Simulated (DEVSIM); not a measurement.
Structure: Si p-n junction from an implanted or diffused profile, at 350 K.

```csv
layer (left to right),material,thickness (μm),Nd (cm⁻³),τn (s),τp (s)
1,Si,62.0,5.9e16,3.3e-7,3.3e-7
```

Added acceptor profile: 2.8e18 cm⁻³ × exp(−(x − 0 μm)²/(2·(0.17 μm)²)). Left contact: ohmic. Right contact: ohmic. Voltage is applied to the left contact. Recombination: SRH at mid-gap, radiative. Mobility is constant in doping.

Constants are typed, rounded textbook-type inputs, not results; the design itself was drawn at random and stands for no fabricated device. Values at 300 K; Nc and Nv go as T^1.5, mobilities as T to minus their exponent, the gap by Varshni's rule with the affinity fixed.

| parameter | Si |
|---|---|
| gap (eV) | 1.124 |
| affinity (eV) | 4.05 |
| permittivity | 11.7 |
| Nc (cm⁻³) | 2.86e19 |
| Nv (cm⁻³) | 3.1e19 |
| μn (cm²/Vs) | 1417 |
| μp (cm²/Vs) | 470 |
| T exponent of μn | 2.3 |
| T exponent of μp | 2.2 |
| B (cm³/s) | 4.7e-15 |
| Varshni α (eV/K) | 0.000473 |
| Varshni β (K) | 636 |

Simulated with DEVSIM: 1D drift-diffusion, Boltzmann statistics, complete ionisation; no tunnelling, impact ionisation, image-force lowering or self-heating.

Q: Give the dark reverse current.

A: 
```json
[
 {"V (V)": "-0.10", "J (A/cm²)": "-2.3e-7"},
 {"V (V)": "-0.25", "J (A/cm²)": "-4.2e-7"},
 {"V (V)": "-0.50", "J (A/cm²)": "-6.7e-7"},
 {"V (V)": "-0.75", "J (A/cm²)": "-8.7e-7"},
 {"V (V)": "-1.00", "J (A/cm²)": "-1.0e-6"},
 {"V (V)": "-1.50", "J (A/cm²)": "-1.4e-6"},
 {"V (V)": "-2.00", "J (A/cm²)": "-1.6e-6"},
 {"V (V)": "-2.50", "J (A/cm²)": "-1.8e-6"},
 {"V (V)": "-3.25", "J (A/cm²)": "-2.1e-6"},
 {"V (V)": "-4.00", "J (A/cm²)": "-2.4e-6"},
 {"V (V)": "-5.00", "J (A/cm²)": "-2.7e-6"}
]
```
